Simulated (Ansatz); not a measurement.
# MoTe2, pressure series

Start from MoTe₂ (space group P2_1/m, No. 11; a = 6.322 Å, b = 3.491 Å, c = 14.190 Å, α = γ = 90.00°, β = 92.78°; layered, stacked along the Cartesian z axis).

Cell and atoms are relaxed at each pressure.

All numbers come from r2SCAN+rVV10/PAW in Ansatz (a first-principles code), without spin-orbit coupling.

Notes on the quantities. enthalpy: H = E + PV relative to the base's energy.

```json
[
 {"case": "base", "density": "7.46 g/cm³", "enthalpy": "–", "shortest interatomic distance": "2.696 Å"},
 {"case": "pressure −1 GPa", "density": "7.11 g/cm³", "enthalpy": "-0.17 eV/atom", "shortest interatomic distance": "2.699 Å"},
 {"case": "pressure 0.3 GPa", "density": "7.53 g/cm³", "enthalpy": "+0.05 eV/atom", "shortest interatomic distance": "2.696 Å"},
 {"case": "pressure 0.7 GPa", "density": "7.63 g/cm³", "enthalpy": "+0.11 eV/atom", "shortest interatomic distance": "2.695 Å"},
 {"case": "pressure 1.5 GPa", "density": "7.80 g/cm³", "enthalpy": "+0.24 eV/atom", "shortest interatomic distance": "2.692 Å"},
 {"case": "pressure 3 GPa", "density": "8.03 g/cm³", "enthalpy": "+0.47 eV/atom", "shortest interatomic distance": "2.687 Å"},
 {"case": "pressure 5 GPa", "density": "8.28 g/cm³", "enthalpy": "+0.77 eV/atom", "shortest interatomic distance": "2.679 Å"},
 {"case": "pressure 7.5 GPa", "density": "…", "enthalpy": "+1.13 eV/atom", "shortest interatomic distance": "…"},
 {"case": "pressure 10 GPa", "density": "8.76 g/cm³", "enthalpy": "+1.48 eV/atom", "shortest interatomic distance": "2.661 Å"}
]
```

**Question.** Fill in the withheld entries from the trend.

**Answer.** 
- pressure 7.5 GPa, density: 8.54 g/cm³
- pressure 7.5 GPa, shortest interatomic distance: 2.670 Å

Load acts through the strain it causes; cell and atoms are relaxed under it. Stability against distortions was not tested. No other phases were tried under pressure. All final runs are without spin polarisation.
